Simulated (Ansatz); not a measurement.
# TaAs (space group I4_1md, No. 109)

Space group I4₁md (No. 109); a = 3.429 Å, b = 3.429 Å, c = 11.583 Å, α = 90.00°, β = 90.00°, γ = 90.00°

```tsv
atom	site	symmetry	x	y	z
Ta	4a	2mm.	0.0000	0.0000	0.7490
As	4a	2mm.	0.0000	0.0000	0.1670
```
(The calculation used a cell of 4 atoms; values per cell refer to that cell.)

The values are results of PBEsol (Ansatz, an electronic-structure program), no spin-orbit coupling, earlier PAW set, not measurements. Settings: 19×19×19 k-points, 0.05 eV Fermi–Dirac smearing.

| Item | Result |
|---|---|
| Volume per atom | 17.02 Å³ |
| Density | 12.48 g/cm³ |
| Band gap | zero |
| Total energy | -7310.833 eV/atom (σ→0; compares only within this code and set-up) |

With Ta present, leaving out spin-orbit coupling can change the band edges. Stability against distortions was not tested. All final runs are without spin polarisation. The zero or small gap of TaAs can change with the level of theory.
